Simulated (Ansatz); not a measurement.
We consider rock-salt SmBi, described by LDA (PAW; Ansatz, an electronic-structure program).

Numerical settings: plane-wave cutoff 520 eV, 16×16×16 k mesh, Fermi–Dirac smearing 0.05 eV, spin-polarised with parallel moments, scalar-relativistic PAW data made under PBE.

Cell (relaxed at this level):

```yaml
crystal:
  lattice:
    - [0.00000, 3.18100, 3.18100]
    - [3.18100, 0.00000, 3.18100]
    - [3.18100, 3.18100, 0.00000]
  atoms:
    - { symbol: Sm, position: [0.00000, 0.00000, 0.00000], spin: 5.0 }
    - { symbol: Bi, position: [0.50000, 0.50000, 0.50000] }
```

Problem. What does this level give for the bulk modulus?

Solution. 
- bulk modulus = 45.9 GPa

The run finds no gap.

Note: the magnetic order was assumed, not searched for or taken from measurement; the bulk modulus is −V dP/dV from two relaxed cells at ±2 % in volume; the 4f shell is treated without U or exact exchange, so its levels and filling can be wrong.

Spins in the cell block are starting values.

Spin–orbit coupling is not included; it can shift volumes and moduli of such heavy elements.

Computed values are for the static lattice.
